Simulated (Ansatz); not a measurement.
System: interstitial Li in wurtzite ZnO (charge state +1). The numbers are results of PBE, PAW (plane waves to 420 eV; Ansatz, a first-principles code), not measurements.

Cell of 72 host sites held at the relaxed PBE lattice; a 2×2×2 k-point mesh shifted by half a step along c; Fermi-Dirac width 0.01 eV, spin-restricted; finite-size errors left in. Static, classical nuclei. The charge state is imposed; whether it is stable for some Fermi level was not computed. Sites that were not tried may lie lower.

Barriers: single points on a 3×3×3 k-point mesh shifted by half a step along c at the bands' geometries.

The step: one Li atom jumps by itself; the atom moves 3.28 Å along (0.00, -1.00, 0.00) of the unit cell; the moving atom starts with neighbours 3 O at 1.93; 3 Zn at 2.45, 3 Zn at 2.47 Å and ends with 3 O at 1.93; 3 Zn at 2.45, 3 Zn at 2.47 Å.

### Question
Predict the migration barrier of this step from PBE, PAW.

### Answer
0.66 eV, the same both ways. At the saddle the moving atom has neighbours O at 1.77, O at 1.85, O at 1.86; Zn at 2.10 Å. The program found a first-order saddle point.
